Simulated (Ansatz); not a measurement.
N on the Si site (N_Si) in 3C silicon carbide (start: the Si site; 64-site cell, 2×2×2 shifted sampling). The numbers are results of PBE, PAW (plane waves to 420 eV; Ansatz, a quantum-chemistry and plane-wave program), not measurements. Total energies of the localised charge states, counted from that of charge +1, and their image corrections (point charge with alignment); the host's valence-band maximum lies at 9.291 eV on the cells' energy zero and its gap is 1.37 eV.

```csv
charge,moment (μB),E − E(first) (eV),correction (eV)
+1,not spin-polarised,0.000,0.031
0,1.0,10.584,0.000
```

Question: Derive the transition levels above the valence-band maximum and say which of them are thermodynamic.

Answer: A level is the Fermi energy at which two charges have equal formation energy: ε(q/q′) = [E(q′) + corr(q′) − E(q) − corr(q)] / (q − q′) − E_VBM.
ε(+1/0) = [(10.584 + 0.000) − (0.000 + 0.031)] / 1 − 9.291 = 1.26 eV
Thermodynamic levels at least 0.1 eV inside the gap: (+1/0) at 1.26 eV. They hold to tenths of an eV in this cell. Only the charges listed were compared. Charge −1 has its level within 0.1 eV of a band edge or past it.
